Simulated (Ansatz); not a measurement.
BaTiHO2 (model structure, started from the SrVHO2 type, P4/mmm, No. 123, 5 atoms in the cell), treated with PBE (PAW; Ansatz, an electronic-structure program).

Run with plane-wave cutoff 520 eV, 14×14×14 k mesh, Fermi–Dirac smearing 0.05 eV, spin-polarised with parallel moments, scalar-relativistic PAW data made under PBE.

Cell (relaxed at this level):

```
BaTiHO2
1.0
    4.04686     0.00000     0.00000
    0.00000     4.04686     0.00000
    0.00000     0.00000     3.98486
Ba Ti O H
1 1 2 1
Direct
  0.50000   0.50000   0.50000
  0.00000   0.00000   0.00000
  0.50000   0.00000   0.00000
  0.00000   0.50000   0.00000
  0.00000   0.00000   0.50000
```
Starting moments (μB, in the order of the record's atoms Ba Ti O O H): 0.0 1.0 0.0 0.0 0.0.

Problem. Give the computed bulk modulus B0.

Solution. 
- bulk modulus B0: 112 GPa

Note: the magnetic order was assumed, not searched for or taken from measurement; the bulk modulus is −V dP/dV from two relaxed cells at ±2 % in volume; the relaxation could raise the start's symmetry but not lower it, so the cell can be a saddle point; functionals without U or exact exchange can leave correlated insulators metallic, so the missing gap need not be real.

Spin–orbit coupling is not included; it can open a gap where bands touch, and shift volumes and moduli.

Computed values are for the static lattice.

Computing time: roughly 11 core-minutes.

A model structure was made by putting elements into a prototype or built by hand; it is no filed structure, need not be a known phase, and can be a saddle point held by its symmetry.
